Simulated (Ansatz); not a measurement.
Start from Ba in the bcc (W type) structure (space group Im-3m, No. 229).

```xyz
1
Lattice="-2.4408 2.4408 2.4408 2.4408 -2.4408 2.4408 2.4408 2.4408 -2.4408" Properties=species:S:1:pos:R:3 pbc="T T T"
Ba     0.0000     0.0000     0.0000
```

Cartesian axes are those of the cell as printed.

All numbers come from plane-wave PAW DFT at the PBEsol level (Ansatz, a quantum-chemistry and plane-wave program, 420 eV), without spin-orbit coupling, earlier PAW set.

Base values:

* **Shortest interatomic distance**: 4.228 Å
* **Band gap**: zero

Modification: a free-standing slab of 2 layers (2 atoms, 1 a layer) is cut normal to [110], with 15 Å of vacuum and the in-plane cell held at bulk.

Q: Predict the new shortest interatomic distance, excess energy per area of both faces and band gap.

A: The shortest interatomic distance falls by 0.1104 Å (4.228 Å → 4.117 Å); the excess energy per area of both faces (slab less bulk energy over the cell's area: twice a surface energy) comes out as 0.72 J/m²; the band gap remains zero.

Slab and bulk use different k-meshes, which limits the precision of the excess energy. Whether these cells are dynamically stable was not tested.
